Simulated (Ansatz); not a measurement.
Input and output of a self-consistent single point for the (001) slab of CoSn (cut from a parent of space group no. 191; 12 atoms in the cell) (Ansatz, a quantum-chemistry and plane-wave program).

Method: LDA (PW92), default PAW files made with PBE (plane waves; Ansatz).

```yaml
crystal:
  lattice:
    - [5.21981, 0.00000, 0.00000]
    - [-2.60990, 4.52049, 0.00000]
    - [0.00000, 0.00000, 20.25000]
  atoms:
    - { symbol: Co, position: [0.00000, 0.50000, 0.44856] }
    - { symbol: Co, position: [0.50000, 0.00000, 0.44856] }
    - { symbol: Co, position: [0.50000, 0.50000, 0.44856] }
    - { symbol: Sn, position: [0.66667, 0.33333, 0.34568] }
    - { symbol: Sn, position: [0.33333, 0.66667, 0.34568] }
    - { symbol: Sn, position: [0.00000, 0.00000, 0.44856] }
    - { symbol: Co, position: [0.00000, 0.50000, 0.65432] }
    - { symbol: Co, position: [0.50000, 0.00000, 0.65432] }
    - { symbol: Co, position: [0.50000, 0.50000, 0.65432] }
    - { symbol: Sn, position: [0.66667, 0.33333, 0.55144] }
    - { symbol: Sn, position: [0.33333, 0.66667, 0.55144] }
    - { symbol: Sn, position: [0.00000, 0.00000, 0.65432] }
```

Reference input (self-consistent single point, DFT, LDA (PW92), plane waves, default PAW files made with PBE): basis.ecutwfc = 30.9 Ry; kpoints.mp_grid.grid = 4 4 1; hamiltonian.xc = lda; hamiltonian.pseudopotentials = {kind: paw} (the program's default PAW files); scf.occupations.method = gaussian; scf.occupations.width = 0.0073 Ry. This run's input differs from it in these lines:

Ansatz 0.2 input:
```diff
@@ -22,3 +22,3 @@
 kpoints:
-  mp_grid: { grid: [4, 4, 1] }
+  mp_grid: { grid: [6, 6, 1] }
 hamiltonian:
```

Output, abridged:

```
SCF iter   1: F=—  HF=-65651.151026 eV  |F-HF|=—  |Δ(HF+E_count)|=         —  Δρ=9.34e-3  dr2=7.15e-1  ethr=1.77e-3  ⟨swp⟩=7.9  Hψ=3384  notcnv=0  defer=9
all-band conjugate gradients solve this SCF's bands
preconditioner: auto → LDOS
SCF iter   2: F=—  HF=-65651.115233 eV  |F-HF|=—  |Δ(HF+E_count)|=   3.58e-2  Δρ=6.03e-3  dr2=9.21e-2  ethr=3.84e-4  ⟨swp⟩=2.0  Hψ=1416  notcnv=0  defer=71
   [... lines left out ...]
SCF iter  10: F=—  HF=-65651.082175 eV  |F-HF|=—  |Δ(HF+E_count)|=   7.89e-8  Δρ=8.84e-6  dr2=5.95e-7  ethr=2.97e-9  ⟨swp⟩=2.0  Hψ=919  notcnv=0  defer=70
SCF iter  11: F=—  HF=-65651.082177 eV  |F-HF|=—  |Δ(HF+E_count)|=   2.26e-6  Δρ=1.78e-5  dr2=1.70e-6  ethr=3.20e-10  ⟨swp⟩=2.0  Hψ=1004  notcnv=0  defer=70  recentre
SCF iter  12: F=—  HF=-65651.082177 eV  |F-HF|=—  |Δ(HF+E_count)|=   4.49e-7  Δρ=4.08e-6  dr2=1.20e-7  ethr=3.20e-10  ⟨swp⟩=2.0  Hψ=900  notcnv=0  defer=70
SCF iter  13: F=-65651.082177 eV  HF=-65651.082177 eV  |F-HF|=3.93e-8  |Δ(HF+E_count)|=   4.37e-7  Δρ=1.42e-6  dr2=1.89e-8  ethr=5.38e-11  ⟨swp⟩=14.0  Hψ=3507  notcnv=0
SCF 1 converged in 13 iterations: F = -65651.082177 eV  dr2 = 1.89e-8
Free energy (F): -65651.082177 eV
Internal energy: -65650.955512 eV  (E = F + TS)
E sigma→0 (E₀):  -65651.018844 eV
Entropy (-TS):   -0.126666 eV (-10.555 meV/atom)
Fermi energy:    3.288040 eV
--- Forces (eV/Å), atoms counted from 1 ---
  atom   1  Co    -0.00000000     0.00000000     0.38294262
  atom   2  Co    -0.00000000     0.00000000     0.38294262
  atom   3  Co    -0.00000000     0.00000000     0.38294262
  atom   4  Sn     0.00000000    -0.00000000    -0.17329602
  atom   5  Sn    -0.00000000     0.00000000    -0.17329602
  atom   6  Sn     0.00000000     0.00000000    -0.13184713
  atom   7  Co    -0.00000000     0.00000000    -0.77942699
  atom   8  Co     0.00000000     0.00000000    -0.77942699
   [... lines left out ...]
  atom  12  Sn    -0.00000000     0.00000000     0.99865597
--- Stress (GPa, compression-positive) ---
       -4.206378       0.000000       0.000000
        0.000000      -4.206378      -0.000000
        0.000000      -0.000000      -1.162394
  P = ⅓ Tr σ = -3.1917 GPa (-31.917 kbar)
  The stress holds the Pulay correction. Without it, at fixed plane waves, as pw.x and ABINIT print it: P = -3.2419 GPa
```

The run converged in 13 iterations. Against the reference run the free energy hardly moves (within 1 meV/atom) and the largest force goes from 1.012 to 0.999 eV/Å.

The starting cell comes from a database of computed structures (which also holds hypothetical and non-ambient phases and stackings), without a prior relaxation at this level. The slab is cut from that crystal, and its faces are unrelaxed. Its lattice was rescaled by up to half a per cent. Spin polarisation is off. The two faces of this cut differ, and no dipole correction was used.

Cost on one core of a shared machine: roughly 40 s.
